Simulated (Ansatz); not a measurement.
Take W in the bcc (W type) structure (space group Im-3m, No. 229; relaxed with 0.1 eV smearing) as the base.

```xyz
1
Lattice="-1.5844 1.5844 1.5844 1.5844 -1.5844 1.5844 1.5844 1.5844 -1.5844" Properties=species:S:1:pos:R:3 pbc="T T T"
W      0.0000     0.0000     0.0000
```

Cartesian axes are those of the cell as printed.

Calculations: r2SCAN (Ansatz, an electronic-structure program, PAW, scalar-relativistic without spin-orbit coupling).

For the base:

* **Pressure**: 0.0 GPa

It is then changed as follows: tensor shear ε_xy = +1.14 % (engineering shear γ = 0.0228); the atoms relax in the strained cell.

Q: What does the calculation give for the energy relative to the base after the change?

A: The energy goes up by 3.9 meV/atom.

Q: How does this affect the pressure?

A: The pressure (mean of the normal stresses, compression positive) stays essentially unchanged (0.0 GPa against 0.1 GPa).

Whether these cells are dynamically stable was not tested. All final runs are without spin polarisation.
